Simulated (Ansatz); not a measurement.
We consider L1₂ (Cu3Au-type) Ni3Si, described by PBEsol in Ansatz (PAW).

Run with plane-wave cutoff 520 eV, 18×18×18 k mesh, Fermi–Dirac smearing 0.021 eV (set by the program), no spin polarisation, scalar-relativistic PAW data made under PBE.

Cell (relaxed at this level):

```xyz
4
Lattice="3.4610 0.0000 0.0000 0.0000 3.4610 0.0000 0.0000 0.0000 3.4610" Properties=species:S:1:pos:R:3 pbc="T T T"
Si     0.0000     0.0000     0.0000
Ni     0.0000     1.7305     1.7305
Ni     1.7305     0.0000     1.7305
Ni     1.7305     1.7305     0.0000
```

### Question
Estimate the elastic constant C11, Voigt–Reuss–Hill bulk modulus, Poisson ratio, Voigt–Reuss–Hill shear modulus (Hill average), elastic constant C12 and elastic constant C44 that the calculation returns.

### Answer

- elastic constant C11: 350 GPa
- Voigt–Reuss–Hill bulk modulus: 240 GPa
- Poisson ratio: 0.290
- Voigt–Reuss–Hill shear modulus (Hill average): 117 GPa
- elastic constant C12: 185 GPa
- elastic constant C44: 148 GPa

Elastic constants are with the ions relaxed.

The computed numbers hold no vibrational or temperature effects.

The result took around 8 core-minutes (rough).

Ansatz is a quantum-chemistry and plane-wave program.
